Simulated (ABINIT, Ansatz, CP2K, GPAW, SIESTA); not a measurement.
# Code comparison for KTaO3 (Pm-3m, 5 atoms in the cell)

Band-structure calculation.

```
CELL_PARAMETERS angstrom
      4.07677     0.00000     0.00000
      0.00000     4.07677     0.00000
      0.00000     0.00000     4.07677
ATOMIC_POSITIONS crystal
  K  0.50000 0.50000 0.50000
  Ta 0.00000 0.00000 0.00000
  O  0.00000 0.50000 0.00000
  O  0.50000 0.00000 0.00000
  O  0.00000 0.00000 0.50000
```

Shared settings, as Ansatz (an electronic-structure program) writes them: kpoints.mp_grid.grid = 6 6 6; scf.occupations.method = fixed. Potentials and cutoffs stand in the table.

```json
[
 {"code": "CP2K", "model": "PBE, GPW, DZVP-MOLOPT-SR-GTH basis, GTH-PBE potentials (GTH_POTENTIALS)", "gap along the path (eV)": "1.97", "smallest direct gap (eV)": "2.73", "cutoff": "grid 500 Ry"},
 {"code": "SIESTA", "model": "GGA PBE, numerical atomic orbitals TZP, PseudoDojo PBE standard norm-conserving potentials (rewritten from UPF to PSML)", "gap along the path (eV)": "1.84", "smallest direct gap (eV)": "2.45", "cutoff": "grid 350 Ry"},
 {"code": "Ansatz", "model": "PBE, default PAW files", "gap along the path (eV)": "2.07", "smallest direct gap (eV)": "2.70", "cutoff": "420 eV"},
 {"code": "GPAW", "model": "PBE, GPAW PAW datasets PBE (gpaw-data 1.0.1)", "gap along the path (eV)": "2.03", "smallest direct gap (eV)": "2.68", "cutoff": "950 eV"},
 {"code": "ABINIT", "model": "PBE, norm-conserving pseudopotentials (PseudoDojo nc-sr-05 PBE standard)", "gap along the path (eV)": "2.08", "smallest direct gap (eV)": "2.73", "cutoff": "42 Ha"}
]
```

On Ansatz's run: spin-orbit coupling is off.

The spread over the programs that give each value: gap along the path within 0.24 eV; smallest direct gap within 0.28 eV.

CP2K and SIESTA use small atom-centred bases, whose incompleteness enters pressures, forces and empty levels differently from a plane-wave cutoff.

In the gap along the path, SIESTA stands apart from the plane-wave programs.

The starting cell comes from a database of computed structures (which also holds hypothetical and non-ambient phases and stackings), without a prior relaxation at this level. Its lattice was rescaled by a random factor within 2.5 % of one.

Left out of this page: Quantum ESPRESSO, Elk and FLEUR (not drawn, or without a comparable value).

Keys are those of Ansatz 0.2.
